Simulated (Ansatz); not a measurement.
CdS (model structure, started from the BN type, Pm-3n, No. 223, 12 atoms in the cell), treated with r²SCAN+rVV10 in Ansatz (plane waves, PAW).

Numerical settings: plane-wave cutoff 560 eV, 6×6×6 k mesh, Fermi–Dirac smearing 0.01 eV, scalar-relativistic PAW data made under PBE.

Cell (relaxed at this level):

```cif
data_Cd6S6
_chemical_formula_sum 'Cd6 S6'
_space_group_name_H-M_alt 'Pm-3n'
_space_group_IT_number 223
_space_group_name_Hall '-P 4n 2 3'
_cell_length_a 7.20045
_cell_length_b 7.20045
_cell_length_c 7.20045
_cell_angle_alpha 90.000
_cell_angle_beta 90.000
_cell_angle_gamma 90.000
loop_
_atom_site_label
_atom_site_type_symbol
_atom_site_symmetry_multiplicity
_atom_site_Wyckoff_symbol
_atom_site_fract_x
_atom_site_fract_y
_atom_site_fract_z
_atom_site_occupancy
Cd1 Cd 6 c 0.00000 0.50000 0.25000 1
S1 S 6 d 0.00000 0.25000 0.50000 1
```

Task: Predict the band gap.

Result: 
* **band gap**: 1.69 eV (on the SCF k mesh)

Note: the relaxation could raise the start's symmetry but not lower it, so the cell can be a saddle point.

Spin–orbit coupling is not included.

Computed values are for the static lattice.

A model structure was made by putting elements into a prototype or built by hand; it is no filed structure, need not be a known phase, and can be a saddle point held by its symmetry.

Ansatz is a first-principles code.
